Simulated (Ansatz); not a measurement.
Start from KF in the rock salt structure (space group Fm-3m, No. 225).

```xyz
2
Lattice="0.0000 2.7104 2.7104 2.7104 0.0000 2.7104 2.7104 2.7104 0.0000" Properties=species:S:1:pos:R:3 pbc="T T T"
F      0.0000     0.0000     0.0000
K      2.7104     2.7104     2.7104
```

Method: Kohn–Sham DFT with the PBE functional, run in Ansatz (a quantum-chemistry and plane-wave program) with PAW and 420 eV plane waves, scalar-relativistic without spin-orbit coupling.

Base values:

- Width of the top valence band = 0.31 eV
- Band gap = 5.96 eV
- Gap character = direct at Γ

Modification: cell and atoms relaxed at a pressure of 30 GPa.

What happens to the width of the top valence band, band gap and gap character?

The width of the top valence band grows by 0.73 eV, from 0.31 eV to 1.04 eV; the band gap goes up by 2.04 eV to 8.00 eV; the gap character changes from direct at Γ to direct at X.

Load acts through the strain it causes; cell and atoms are relaxed under it. Whether these cells are dynamically stable was not tested. Competing high-pressure phases were not computed.
